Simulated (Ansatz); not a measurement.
# Carrier properties of GaP under load (space group R3m)

Given:

```xyz
2
Lattice="0.0188 2.7337 2.7337 2.7337 0.0188 2.7337 2.7337 2.7337 0.0188" Properties=species:S:1:pos:R:3 pbc="T T T"
Ga     0.0026     0.0026     0.0026
P      1.3690     1.3690     1.3690
```

Method: r2SCAN with spin-orbit coupling, rigid bands (plane waves, PAW; Ansatz, a quantum-chemistry and plane-wave program). Condition of this run: uniaxial stress along [111] of -1.4 GPa (compression positive) (the target of the relaxation). Geometry: cell and atoms relaxed with PBEsol, then loaded as said.

```yaml
band_gap: 1.78 eV
electron conductivity mass (300 K, dilute): 0.34 mₑ
hole conductivity mass (300 K, dilute): 0.45 mₑ
effective density of states N_c (300 K): 4.0e19 cm⁻³
effective density of states N_v (300 K): 1.3e19 cm⁻³
density_of_states_mass_electrons: 1.36 mₑ
density_of_states_mass_holes: 0.66 mₑ
Seebeck coefficient, n-type 1e19 cm⁻³, 300 K: -334 μV/K
Seebeck coefficient, p-type 1e19 cm⁻³, 300 K: 299 μV/K
best p-type power factor at 300 K for τ = 10 fs (best axis; densities from 1e16 to 1e21 cm⁻³ tried, whether or not they can be reached): 13.8 μW/(cm·K²) at 3e20 cm⁻³
```

Rigid bands; masses and Seebeck coefficients take one relaxation time τ for all states and one kind of carrier; polarons and phonon drag are left out. Geometry: cell and atoms relaxed with PBEsol.
